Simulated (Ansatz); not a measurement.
Bond-angle distributions (per cent of the angles at each element, bins of 10°) of a relaxed model of amorphous Si30C12N24 at 2.75 g/cm³. These are PBE, scalar-relativistic without spin-orbit coupling (plane waves to 420 eV, PAW; Ansatz, a program for electronic structure) values and carry that method's errors.

The cell was made by melting and quenching with the CHGNet potential and then relaxed with DFT. N atoms were pushed apart under 1.9 Å during the dynamics, to hinder bonds among them. The hot cell started wider than the set density and was brought back towards it in steps. It is the lowest in DFT energy of 8 quenches. It is a model cell: composition and starting density were chosen by hand, and all elements were melted together. No dispersion term was used. Its density started from a set value of 2.88 and ended at 2.75 g/cm³. Cooling (nominally 200 K/ps over its main leg) ran many orders faster than in experiment, which tends to leave more defects and strain. A cell of this size samples the disorder only roughly. Volume and shape were free in the relaxation. Stress components on the final sampling reach 3.2 GPa. On a 2×2×2 Γ-centred mesh force components of up to 0.31 eV/Å stay, since the relaxation ran on the zone centre alone. Cycles of charging lowered its energy after that relaxation.

Cut-offs for bonds: Si-Si 2.60 Å, Si-C 2.19 Å, Si-N 2.38 Å, C-C 1.78 Å, C-N 1.76 Å, N-N 1.70 Å. Two cations that share two anions don't count as bonded, nor two that share one unless they lie closer than Si-Si 2.38 Å, Si-C 2.00 Å, C-C 1.63 Å.

| angle (°) | at Si | at C | at N |
|---|---|---|---|
| 50-60 | 1 | 0 | 0 |
| 60-70 | 0 | 0 | 0 |
| 70-80 | 3 | 0 | 1 |
| 80-90 | 6 | 11 | 9 |
| 90-100 | 17 | 11 | 10 |
| 100-110 | 25 | 18 | 15 |
| 110-120 | 28 | 35 | 23 |
| 120-130 | 13 | 19 | 21 |
| 130-140 | 4 | 5 | 9 |
| 140-150 | 2 | 2 | 9 |
| 150-160 | 1 | 0 | 3 |
| 160-170 | 1 | 0 | 0 |
| 170-180 | 0 | 0 | 0 |

They go with these counts of neighbours within the cut-offs, cation contacts included: Si mean 4.0, most often 4; C mean 3.6, most often 4; N mean 3.1, most often 3.
